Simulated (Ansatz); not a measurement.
The parent structure is Hf in the hcp (Mg type) structure (space group P6_3/mmc, No. 194).

```
Hf
1.0
    3.19784     0.00000     0.00000
   -1.59892     2.76941     0.00000
    0.00000     0.00000     5.04744
Hf
2
Cartesian
  0.00000   1.84627   3.78558
  1.59892   0.92314   1.26186
```

Computed with r2SCAN in Ansatz (plane waves to 500 eV, PAW, no spin-orbit coupling), earlier PAW set.

Base values:

Lattice parameter a: 3.198 Å
c/a ratio: 1.578

One thing is altered: every Hf is replaced by Li; the structure is relaxed again.

How does this affect the lattice parameter a?

The lattice parameter a shrinks by 0.1005 Å, from 3.198 Å to 3.097 Å.

Estimate the effect on the c/a ratio.

The c/a ratio increases by 0.0521 to 1.631.

Stability against distortions was not tested. The final runs are not spin-polarised. This is not the structure that Li has at room temperature and ambient pressure.

Ansatz is an electronic-structure program.
